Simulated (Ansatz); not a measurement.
Computed with PBE (plane waves to 420 eV, PAW; Ansatz, an electronic-structure program).

Plane-averaged electrostatic potential energy along the normal, in eV from the Fermi level, for the (110) surface of kesterite Cu2ZnSnS4 in its 1x1 cell (cut with top plane Cu + 2 S + Zn, bottom plane Cu + 2 S + Zn), relaxed from an ideal cut (the real face may reconstruct), outermost plane spacing 0.10 Å in the ideal cut (one of several cuts of this face), with 1 Cu, 1 Zn, 2 S a cell over the bulk's ratio:

(z (Å), V (eV)): (3.79, 5.52); (4.08, 5.52); (4.38, 5.52); (4.67, 5.52); (4.96, 5.52); (5.25, 5.51); (5.54, 5.51); (5.83, 5.49); (6.12, 5.46); (6.42, 5.38); (6.71, 5.17); (7.00, 4.67); (7.29, 3.42); (7.58, 1.00); (7.88, -1.32); (8.17, -3.56); (8.46, -4.78); (8.75, -3.86); (9.04, -2.55); (9.33, -2.80); (9.62, -4.45); (9.92, -5.39); (10.21, -5.06); (10.50, -3.92); (10.79, -1.45); (11.08, 0.37); (11.38, -1.13); (11.67, -4.34); (11.96, -6.12); (12.25, -5.80); (12.54, -3.40); (12.83, -0.31); (13.12, 0.03); (13.42, -2.61); (13.71, -4.77); (14.00, -5.20); (14.29, -4.77); (14.58, -2.61); (14.88, 0.03); (15.17, -0.31); (15.46, -3.40); (15.75, -5.80); (16.04, -6.12); (16.33, -4.34); (16.62, -1.13); (16.92, 0.37); (17.21, -1.45); (17.50, -3.92); (17.79, -5.06); (18.08, -5.39); (18.38, -4.45); (18.67, -2.80); (18.96, -2.55); (19.25, -3.86); (19.54, -4.78); (19.83, -3.56); (20.12, -1.32); (20.42, 1.00); (20.71, 3.42); (21.00, 4.67); (21.29, 5.17); (21.58, 5.38); (21.88, 5.46); (22.17, 5.49); (22.46, 5.51); (22.75, 5.51); (23.04, 5.52); (23.33, 5.52); (23.62, 5.52); (23.92, 5.52); (24.21, 5.52)

Set-up: 28 atoms, Cu7S14Sn3Zn4, 11.8 Å thick at the start; mesh 4x4x1; 0.025 eV smearing; dipole correction on; all atoms relaxed; start symmetry kept, larger cells not searched; spin-polarised from one start with parallel moments (other orders not tried), no spin-orbit, no U. The slab shows no gap over 0.04 eV on its mesh. The starting moment vanished.

The vacuum level lies 5.52 eV above the Fermi level over the top face and 5.52 eV above it under the bottom face.
